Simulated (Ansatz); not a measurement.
ZnCu2SnSe4: biaxial strain −1.08 %, plane normal [001], relaxed out of plane

The reference is ZnCu₂SnSe₄ (space group I-4, No. 82; a = 5.658 Å, c = 11.318 Å). Axes: x, y, z lie along a, b, c of the conventional cell.

One thing is altered: biaxial strain −1.08 %, plane normal [001], relaxed out of plane (Cartesian); in-plane vectors clamped, the third vector and the atoms free.

All numbers come from PBEsol/PAW in Ansatz (a quantum-chemistry and plane-wave program), no spin-orbit coupling. k-mesh 8×8×8 (Γ-centred); smearing 0.05 eV (Fermi–Dirac).

```csv
quantity,base,changed,shift
volume per atom,22.65 Å³,22.46 Å³,-0.183 Å³
space group,I-4 (No. 82),I-4 (No. 82),–
shortest interatomic distance,2.384 Å,2.377 Å,-0.007 Å
energy relative to the base (free energy F),0 meV/atom,+1.2 meV/atom,+1.2 meV/atom
"pressure (mean of the normal stresses, compression positive)",0.0 GPa,0.5 GPa,+0.5 GPa
band gap,zero,zero,–
out-of-plane strain (rough),–,+1.37 %,–
mean in-plane stress (compression positive) (rough),–,+0.8 GPa,–
```

Final structure (turned so that z lies along the plane normal):

```
CELL_PARAMETERS angstrom
      5.59706     0.00000     0.00000
      0.00000     5.59706     0.00000
      2.79853    -2.79853     5.73651
ATOMIC_POSITIONS crystal
  Cu 0.00000 0.00000 0.00000
  Cu 0.25000 0.25000 0.50000
  Zn 0.75000 0.75000 0.50000
  Sn 0.50000 0.50000 0.00000
  Se 0.90199 0.10838 0.73893
  Se 0.35908 0.63056 0.73893
  Se 0.10838 0.35908 0.26107
  Se 0.63056 0.90199 0.26107
```

Cost of the whole job for the changed cell (relaxation, final SCF and bands): very roughly 10 core-minutes.

A case with no gap was solved on a k-mesh chosen for an insulator, which is coarse for it. Without a gap, meshes like the base's 8×8×8 leave anisotropic stresses uncertain by several tenths of a GPa, and small strain energies with them. No phonon test of stability was made. All final runs are without spin polarisation. Gaps under 0.05 eV, about the width of the smearing, are given as zero. The zero or small gap of ZnCu2SnSe4 can change with the level of theory.
